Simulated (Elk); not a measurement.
A self-consistent single point of La (P6_3/mmc, 2 atoms in the cell) with Elk.

Method of the run: PBE, all-electron FP-LAPW, Elk's shipped species files, LAPW+lo basis run with Elk.

The change in words: lattice scaled by 0.98. Reference geometry:
```
CELL_PARAMETERS angstrom
      3.74628     0.00000     0.00000
     -1.87314     3.24438     0.00000
      0.00000     0.00000     6.08245
ATOMIC_POSITIONS crystal
  La 0.33333 0.66667 0.25000
  La 0.66667 0.33333 0.75000
```

Reference input (self-consistent single point, DFT, PBE, all-electron FP-LAPW, Elk's shipped species files, LAPW+lo basis): xctype = 20; rgkmax = 7.5; stype = 0; swidth = 0.00499791 Ha; ngridk = 13 13 7; gmaxvr = 16 1/bohr; nxoapwlo = 1. This run's input differs from it in these lines:

```diff
@@ -22,5 +22,5 @@
 avec
-    7.0794515658   -0.0000002244    0.0000000000
-   -3.5397255886    6.1309850130    0.0000000000
-    0.0000000000    0.0000000000   11.4941571078
+    6.9378617491   -0.0000001786    0.0000000000
+   -3.4689307199    6.0083646120    0.0000000000
+    0.0000000000    0.0000000000   11.2642738145
```

Output (repeated stretches shortened):

```
│ Self-consistent loop started │
│ Loop number : 1 │
 total energy                :     -17006.6597188
│ Loop number : 2 │
 total energy                :     -17006.6152052
RMS change in Kohn-Sham potential (target) :   0.1137095793     (  0.1000000000E-05)
Absolute change in total energy (target)   :   0.4451351583E-01 (  0.1000000000E-03)
│ Loop number : 3 │
 total energy                :     -17005.9413802
RMS change in Kohn-Sham potential (target) :   0.1066176019     (  0.1000000000E-05)
Absolute change in total energy (target)   :   0.6849534360     (  0.1000000000E-03)
│ Loop number : 4 │
   [... lines left out ...]
Absolute change in total energy (target)   :   0.1294582948E-02 (  0.1000000000E-03)
│ Loop number : 13 │
 total energy                :     -16995.4733749
RMS change in Kohn-Sham potential (target) :   0.3276256827E-06 (  0.1000000000E-05)
Absolute change in total energy (target)   :   0.3392214567E-03 (  0.1000000000E-03)
│ Loop number : 14 │
 total energy                :     -16995.4733733
RMS change in Kohn-Sham potential (target) :   0.3332212893E-07 (  0.1000000000E-05)
Absolute change in total energy (target)   :   0.8642438843E-04 (  0.1000000000E-03)
Convergence targets achieved

│ Loop number : 15 │

Energies :
 Fermi                       :     0.329848383056
 total energy                :     -16995.4733731

Density of states at Fermi energy :    88.87744902
 (states/Hartree/unit cell)

Estimated indirect band gap :   0.1087939260E-03
 from k-point     54 to k-point     84
Estimated direct band gap   :   0.5808344753E-02
 at k-point     21

Charges :
 core                        :    92.00000000
 valence                     :    22.00000000
 interstitial                :    4.624568889
 muffin-tins (core leakage)
  species :    1 (La)
   atom    1                 :    54.68771556     (  0.2207973701E-03)
   atom    2                 :    54.68771556     (  0.2207973701E-03)
 total in muffin-tins        :    109.3754311
 total calculated charge     :    114.0043518
 total charge                :    114.0000000
 error                       :   0.4351844530E-02

│ Self-consistent loop stopped │
```

The run converged in 15 iterations. The count includes the last loop, which Elk runs after its targets are met. Against the reference run the total energy rises by 15.8 meV/atom.

The starting cell was generated: these elements placed on a structure prototype, without a prior relaxation; it need not be a known phase or ordering of this composition. Its lattice was rescaled by a random factor within 2.5 % of one. For this run, on top of that: lattice scaled by 0.98. Values depend on the basis (sphere radii, cutoffs, local orbitals), which need not be converged. The log's line on a gap gives a spacing of levels on this mesh, which the program prints for metals too.

Cost on one core of a shared machine: roughly 40 s.
